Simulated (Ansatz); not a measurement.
Input and closing output of a thermal-conductivity run in Ansatz (r2SCAN).

Ansatz 0.2 input:
```yaml
crystal:
  lattice:
    - [0.0, 2.7227428408, 2.7227428408]
    - [2.7227428408, 0.0, 2.7227428408]
    - [2.7227428408, 2.7227428408, 0.0]
  atoms:
    - { symbol: Si, position: [0.0, 0.0, 0.0] }
    - { symbol: Si, position: [0.25, 0.25, 0.25] }
kpoints:
  mp_grid: { grid: [6, 6, 6] }
hamiltonian:
  xc: r2scan
  pseudopotentials: { kind: paw }
scf:
  occupations: { method: fixed }
phonons:
  qmesh: [6, 6, 6]
  third_order: { supercell: [3, 3, 3], pair_cutoff: 4.98 }
  lattice_thermal_conductivity:
    qmesh: [17, 17, 17]
    temperatures: [50, 100, 150, 200, 250, 300, 400, 500, 600, 800, 1000]
    isotope_mass_variance:
      - { species: Si, variance: 0.0002007005 }
```

```
--- Third-order force constants: 51 member SCFs in a 3×3×3 supercell (pair cutoff 4.980 Å, amplitude 0.03 Å, SCF threshold 1.00e-9 eV, Σ member SCF iterations 356) ---
  symmetry images taken by strict's conditions (phonons.symmetry_images: auto; settled by no image being taken that strict refuses)
  842 force-constant blocks with the first atom in the home cell, fitted with 95 parameters over 10 symmetry orbits; 168 atom triplets left out: in this supercell the nearest copies of their three atoms do not form a …
  sum-rule residual: 2.134e-1 → 2.614e-14 eV/Å³; symmetrization residual: 1.068e-2 eV/Å³; largest sum-rule correction relative to its orbit: 2.849e-1, on the orbit of the block of home site 0 with site 1 of cell (-1, …
--- Lattice thermal conductivity: 17×17×17 mesh (165 irreducible points), tetrahedron method ---
  three-phonon and isotope scattering only; four-phonon, boundary and, in a metal, phonon-electron scattering are left out
  each conductivity is what the modes' populations carry and what the coherences between them add
  conductivity (a third of the tensor's trace), W/(m K), in the relaxation-time approximation and from the full solution:
       T (K)   relaxation time   full solution  iterations             ending  least Ritz value
       50.00         2775.2675       2826.0450           5          converged          8.667e-1
      100.00          856.0980        857.7568           7          converged          7.568e-1
      150.00          394.4048        396.1110           7          converged          7.363e-1
      200.00          249.7012        253.3418           7          converged          7.554e-1
      250.00          183.9048        188.1318           7          converged          7.233e-1
      300.00          146.6696        150.9182           7          converged          7.159e-1
      400.00          105.6797        109.5180           7          converged          7.105e-1
      500.00           83.2443         86.6112           7          converged          7.090e-1
      600.00           68.9164         71.8807           7          converged          7.089e-1
      800.00           51.4951         53.8622           7          converged          7.102e-1
     1000.00           41.2122         43.1730           7          converged          7.117e-1
```

Cost: roughly 3 core-hours.

The crystal is held in this phase at every temperature of the table. The rows at 50, 100 K are not to be relied on: poorly sampled, not converged, or near or above melting.

Ansatz is an electronic-structure program.
